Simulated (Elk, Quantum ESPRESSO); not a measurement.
A Quantum ESPRESSO input for a self-consistent single point of K₃Cd (Fm-3m, 4 atoms in the cell) (DFT, PBEsol, plane waves, SSSP 1.1.2 efficiency (PBE) pseudopotentials):

```fortran
&control
    calculation = 'scf'
    prefix = 'k3cd'
    outdir = './tmp/'
    pseudo_dir = './'
    tprnfor = .true.
    tstress = .true.
/
&system
    ibrav = 0
    nat = 4
    ntyp = 2
    ecutwfc = 50
    ecutrho = 400
    occupations = 'smearing'
    smearing = 'gaussian'
    degauss = 0.0036749
    input_dft = 'pbesol'
/
&electrons
    conv_thr = 1e-10
/
ATOMIC_SPECIES
K     39.0983  K.pbe-spn-kjpaw_psl.1.0.0.UPF
Cd   112.4140  Cd.pbe-dn-rrkjus_psl.0.3.1.UPF
CELL_PARAMETERS bohr
   0.0000000000     8.7122799414     8.7122799414
   8.7122799414     0.0000000000     8.7122799414
   8.7122799414     8.7122799414     0.0000000000
ATOMIC_POSITIONS crystal
K     0.2500000000    0.2500000000    0.2500000000
K     0.7500000000    0.7500000000    0.7500000000
K     0.5000000000    0.5000000000    0.5000000000
Cd    0.0000000000    0.0000000000    0.0000000000
K_POINTS automatic
4 4 4  0 0 0
```

Task: Write the same calculation as an input for Elk.

Result: This is the input that was run; spellings and numerical settings could be chosen otherwise.

```
tasks
  0

xctype
  22

rgkmax
  8.0

gmaxvr
  14.0

nxoapwlo
  1

stype
  0

swidth
  0.00183747

maxscl
  100

avec
    0.0000000000    8.7122799414    8.7122799414
    8.7122799414    0.0000000000    8.7122799414
    8.7122799414    8.7122799414    0.0000000000

atoms
  2
  'K.in'
  3
  0.2500000000  0.2500000000  0.2500000000    0.0 0.0 0.0
  0.7500000000  0.7500000000  0.7500000000    0.0 0.0 0.0
  0.5000000000  0.5000000000  0.5000000000    0.0 0.0 0.0
  'Cd.in'
  1
  0.0000000000  0.0000000000  0.0000000000    0.0 0.0 0.0

ngridk
  4 4 4
```

Basis settings and potentials, where a program has them, do not carry over. This input uses DFT, PBEsol, all-electron FP-LAPW, Elk's shipped species files, LAPW+lo basis.

The starting cell comes from a database of computed structures (which also holds hypothetical and non-ambient phases and stackings), without a prior relaxation at this level.
